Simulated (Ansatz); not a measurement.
Reference: SiO$_{2}$ (P3_121), PBEsol, rigid bands (plane waves, PAW, scalar-relativistic; Ansatz, a program for electronic structure); axes and stresses refer to this cell.

```yaml
crystal:
  lattice:
    - [4.94887, 0.00000, 0.00000]
    - [-2.47444, 4.28585, 0.00000]
    - [0.00000, 0.00000, 5.44133]
  atoms:
    - { symbol: Si, position: [0.52959, 0.52959, 0.00000] }
    - { symbol: Si, position: [0.47041, 0.00000, 0.33333] }
    - { symbol: Si, position: [0.00000, 0.47041, 0.66667] }
    - { symbol: O, position: [0.26685, 0.41257, 0.78560] }
    - { symbol: O, position: [0.58743, 0.85428, 0.11893] }
    - { symbol: O, position: [0.14572, 0.73315, 0.45227] }
    - { symbol: O, position: [0.41257, 0.26685, 0.21440] }
    - { symbol: O, position: [0.85428, 0.58743, 0.88107] }
    - { symbol: O, position: [0.73315, 0.14572, 0.54773] }
```

The band gap is 5.72 eV. The hole mass along z is 2.5 mₑ and the Seebeck coefficient, p-type 1e19 cm⁻³ is 618 μV/K.

Question: Change: functional r2SCAN on the same cell. What happens to band gap, hole mass along z, Seebeck coefficient, p-type 1e19 cm⁻³?

Answer: band gap rises to 6.49 eV; hole mass along z moves little, to 2.5 mₑ; Seebeck coefficient, p-type 1e19 cm⁻³ moves little, to 617 μV/K.

Masses are for dilute carriers at 300 K, harmonic means over directions unless an axis is named. Seebeck coefficients are for the stated density at 300 K, with one relaxation time for all states and whether or not that doping can be reached. Spin-orbit coupling is left out unless a row names it.
